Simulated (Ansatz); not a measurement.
# A computed series for Cu2Se: pressure series

Take Cu$_{2}$Se in the anti-fluorite structure (space group Fm-3m, No. 225; a = 5.719 Å; a cell from a computed database, its experimental status unchecked) as the base.

Cell and atoms are relaxed at each pressure.

Calculations: DFT with PBEsol, PAW potentials and a 420 eV plane-wave cutoff in Ansatz (a first-principles code), spin-orbit coupling left out.

Notes on the quantities. enthalpy: H = E + PV relative to the base's energy.

```json
[
 {"variant": "base", "enthalpy": "–", "density": "7.32 g/cm³", "shortest interatomic distance": "2.476 Å"},
 {"variant": "pressure −2 GPa", "enthalpy": "-0.20 eV/atom", "density": "7.17 g/cm³", "shortest interatomic distance": "2.494 Å"},
 {"variant": "pressure −1 GPa", "enthalpy": "-0.10 eV/atom", "density": "7.24 g/cm³", "shortest interatomic distance": "2.485 Å"},
 {"variant": "pressure 0.3 GPa", "enthalpy": "+0.03 eV/atom", "density": "7.34 g/cm³", "shortest interatomic distance": "2.474 Å"},
 {"variant": "pressure 0.7 GPa", "enthalpy": "+0.07 eV/atom", "density": "7.37 g/cm³", "shortest interatomic distance": "2.470 Å"},
 {"variant": "pressure 1.5 GPa", "enthalpy": "+0.14 eV/atom", "density": "7.43 g/cm³", "shortest interatomic distance": "2.464 Å"},
 {"variant": "pressure 3 GPa", "enthalpy": "+0.29 eV/atom", "density": "7.53 g/cm³", "shortest interatomic distance": "2.453 Å"},
 {"variant": "pressure 5 GPa", "enthalpy": "+0.48 eV/atom", "density": "7.65 g/cm³", "shortest interatomic distance": "2.439 Å"},
 {"variant": "pressure 7.5 GPa", "enthalpy": "+0.71 eV/atom", "density": "7.80 g/cm³", "shortest interatomic distance": "2.424 Å"},
 {"variant": "pressure 10 GPa", "enthalpy": "+0.93 eV/atom", "density": "7.94 g/cm³", "shortest interatomic distance": "2.410 Å"}
]
```

Load acts through the strain it causes; cell and atoms are relaxed under it. Whether these cells are dynamically stable was not tested. Competing high-pressure phases were not computed. All final runs are without spin polarisation.
